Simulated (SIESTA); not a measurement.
SIESTA run on MgH2 (P4_2/mnm, 6 atoms in the cell): relaxation of cell and atoms.

Computed with GGA PBE, numerical atomic orbitals TZP, PseudoDojo PBE standard norm-conserving potentials (rewritten from UPF to PSML) in SIESTA.

```yaml
crystal:
  lattice:
    - [4.45878, 0.00000, 0.00000]
    - [0.00000, 4.45878, 0.00000]
    - [0.00000, 0.00000, 2.98057]
  atoms:
    - { symbol: Mg, position: [0.50000, 0.50000, 0.50000] }
    - { symbol: Mg, position: [0.00000, 0.00000, 0.00000] }
    - { symbol: H, position: [0.69557, 0.69557, 0.00000] }
    - { symbol: H, position: [0.30443, 0.30443, 0.00000] }
    - { symbol: H, position: [0.80443, 0.19557, 0.50000] }
    - { symbol: H, position: [0.19557, 0.80443, 0.50000] }
```

Reference input (self-consistent single point, DFT, GGA PBE, numerical atomic orbitals TZP, PseudoDojo PBE standard norm-conserving potentials (rewritten from UPF to PSML)): XC.functional = GGA; XC.authors = PBE; potentials = PseudoDojo PBE standard; PAO.BasisSize = TZP; PAO.EnergyShift = 0.01 Ry; MeshCutoff = 300 Ry; kgrid.MonkhorstPack = 8 8 11; OccupationFunction = FD; ElectronicTemperature = 0.01 eV; MaxSCFIterations = 150; SCF.Mixer.Method = Pulay; SCF.Mixer.Weight = 0.25. This run's input differs from it in these lines:

```diff
@@ -45,2 +45,7 @@
 Diag.ParallelOverK           true
+MD.TypeOfRun                 CG
+MD.Steps                     40
+MD.MaxForceTol               0.02 eV/Ang
+MD.VariableCell              true
+MD.MaxStressTol              0.05 GPa
 WriteForces                  true
```

Log, with long lists cut:

```
        iscf     Eharris(eV)        E_KS(eV)     FreeEng(eV)     dDmax    Ef(eV) dHmax(eV)
   scf:    1    -3290.660029    -3294.347552    -3294.347552  1.649380 -2.829995  4.996355
   scf:    2    -3294.976766    -3294.669918    -3294.669918  0.052254 -3.481913  3.457111
   scf:    3    -3295.128939    -3294.930468    -3294.930468  0.105510 -4.864331  0.243552
   scf:    4    -3294.931028    -3294.930766    -3294.930766  0.009420 -5.013994  0.025907
   scf:    5    -3294.930849    -3294.930813    -3294.930813  0.001128 -5.008104  0.002598
   scf:    6    -3294.930815    -3294.930814    -3294.930814  0.000861 -5.007247  0.000158
   scf:    7    -3294.930814    -3294.930814    -3294.930814  0.000054 -5.007162  0.000056
   scf:    8    -3294.930814    -3294.930814    -3294.930814  0.000020 -5.007185  0.000035
   scf:    9    -3294.930814    -3294.930814    -3294.930814  0.000003 -5.007188  0.000000
SCF Convergence by DM+H criterion
max |DM_out - DM_in|         :     0.0000028561
max |H_out - H_in|      (eV) :     0.0000002501
SCF cycle converged after 9 iterations

Using DM_out to compute the final energy and forces

siesta: E_KS(eV) =            -3294.9308

siesta: E_KS - E_eggbox =     -3294.9308

siesta: Atomic forces (eV/Ang):
     1   -0.000000   -0.000000   -0.000000
     2    0.000000    0.000000    0.000000
     3   -0.013411   -0.013411    0.000000
     4    0.013411    0.013411    0.000000
     5    0.013411   -0.013411   -0.000000
     6   -0.013411    0.013411   -0.000000
   Tot   -0.000000   -0.000000   -0.000000
   Max    0.013411
   Res    0.008940    sqrt( Sum f_i^2 / 3N )
   Max    0.013411    constrained

   [... lines left out ...]
siesta: Pressure (static):         24.14175296  kBar
siesta: Pressure (total):         24.14175296  kBar
No target stress found, assuming hydrostatic MD.TargetPressure.
Target stress (kBar)
outcell: Cell volume (Ang**3)        :     61.4333
        iscf     Eharris(eV)        E_KS(eV)     FreeEng(eV)     dDmax    Ef(eV) dHmax(eV)
siesta: Pressure (static):          0.29082496  kBar
siesta: Pressure (total):          0.29082496  kBar
outcell: Cell volume (Ang**3)        :     61.4333
siesta: FreeEng =     -3294.953517
   [... lines left out ...]
   6  1.430   0.889  -0.542   1.039   0.015   0.014   0.015

mulliken: Qtot =       24.000

Mulliken Atomic Populations:
Atom #   charge [q] valence [e]  Species
     1     0.860405    9.139595  Mg
     2     0.860405    9.139595  Mg
     3    -0.430203    1.430203  H
     4    -0.430202    1.430202  H
     5    -0.430203    1.430203  H
     6    -0.430203    1.430203  H
 Total    -0.000000
```

The run converged. 

Summary of the result:
* **Free energy E − TS**: -3294.9535 eV
* **Top of the valence band (on the code's own zero)**: -6.20 eV
* **Gap on the k-point mesh**: 3.65 eV
* **Pressure**: 0.03 GPa
* **Largest force (vector length)**: 0.014 eV/Å
* **Final cell**: a = 4.4723 Å, b = 4.4723 Å, c = 3.0715 Å, α = 90.00°, β = 90.00°, γ = 90.00°
* **Final volume per atom**: 10.24 Å³
* **Relaxation steps**: 7

The starting cell comes from a database of computed structures (which also holds hypothetical and non-ambient phases and stackings), without a prior relaxation at this level. Its lattice was rescaled by a random factor within 2.5 % of one. Values carry the incompleteness of an atom-centred basis.

Cost on one core of a shared machine: roughly 2 min.
